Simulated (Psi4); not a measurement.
Psi4 1.11, BP86/def2-svp: Rb(I) ([Rb][I]), 2 atoms. The geometry is a generated start, not checked to be a minimum at this level.

```json
{
 "task": "energy",
 "method": "bp86",
 "basis": "def2-svp",
 "memory": "3 GB",
 "maxiter": "100",
 "keys_of_the_molecule_block": "symmetry c1",
 "scf_type": "df (default)",
 "diis_max_vecs": "10 (default)",
 "e_convergence": "1e-06 (default)",
 "d_convergence": "1e-06 (default)",
 "dft_radial_points": "75 (default)",
 "dft_spherical_points": "302 (default)",
 "effective_core_potentials": "those of the basis set, past Kr",
 "basis_functions": "50",
 "grid_points": "43581"
}
```

```xyz
2

Rb    -1.0748    -0.8034    -0.9338
I      1.0748     0.8034     0.9338
```

With the defaults (diis = true, scf_initial_accelerator = adiis, damping_percentage = 0, diis_start = 1, level_shift = 0, level_shift_cutoff = 0.01, guess = auto, which took SAD) it converges in 9 SCF iterations. One run each on 2 threads, with these changes:
- guess = huckel
- scf_initial_accelerator = none
- diis_start = 4
- level_shift = 0.5, level_shift_cutoff = 0.001
- guess = sap
- diis = false, scf_initial_accelerator = none, damping_percentage = 60
- damping_percentage = 20
- guess = core
- guess = sadno

Which of these changes keep the SCF from converging, or lead it to another solution?

No convergence: diis = false, scf_initial_accelerator = none, damping_percentage = 60 (the run ends without SCF convergence in 100 iterations). The rest reach the solution of the defaults.

| setting | SCF iterations | end |
|---|---|---|
| the defaults | 9 | same solution |
| level_shift = 0.5, level_shift_cutoff = 0.001 | 9 | same solution |
| scf_initial_accelerator = none | 9 | same solution |
| guess = huckel | 9 | same solution |
| guess = sadno | 9 | same solution |
| guess = core | 11 | same solution |
| guess = sap | 11 | same solution |
| diis_start = 4 | 16 | same solution |
| damping_percentage = 20 | 21 | same solution |
| diis = false, scf_initial_accelerator = none, damping_percentage = 60 | 100 | no convergence |

1 further run of the study ended by our limits or in an error and is left out.
